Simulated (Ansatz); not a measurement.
An Ansatz (a quantum-chemistry and plane-wave program) input (PBE-D3(BJ) (Ansatz), no spin-orbit coupling, earlier PAW set):

Ansatz 0.2 input:
```yaml
crystal:
  lattice:
    - [3.0913727373, 0, 0]
    - [-1.5456863687, 2.6772073231, 0]
    - [0, 0, 4.7463575105]
  atoms:
    - { symbol: C, position: [0, 0, 0] }
    - { symbol: W, position: [0.3333333333, 0.6666666667, 0.2553822509] }
    - { symbol: W, position: [0.6666666667, 0.3333333333, 0.7446177491] }
basis: { ecutwfc: 420, ecutrho_ratio: 4, xc_grid: 2, fft_grid_basis: typed }
kpoints: { mp_grid: { grid: [22, 22, 13] } }
hamiltonian:
  xc: pbe
  dispersion: d3bj
  pseudopotentials: { azcp: { folder: ./paw }, kind: paw }
scf: { occupations: { method: fermi_dirac, width: 0.1 }, convergence: { dr2_threshold: 0.0000000003 } }
relax: { f_tol: 0.005, max_steps: 50 }
output: { forces: true, stress: true }
checkpoint: { write: state.ck, write_every: 1000 }
```

Problem. Which symmetry and how many k-points will the program report, and about how many plane waves at Γ?

Solution. Space group P-3m1 (ITA 164) with 12 operations, k-points 604 of 6292, and 759 plane waves at Γ.

Problem. And the final pressure?

Solution. -16.37 GPa (compression positive).

The cells carry an imposed strain or load. Whether these cells are dynamically stable was not tested. All final runs are without spin polarisation. The cell was made from W2C (space group P-3m1, No. 164) by this change: isotropic strain +1.88 %.
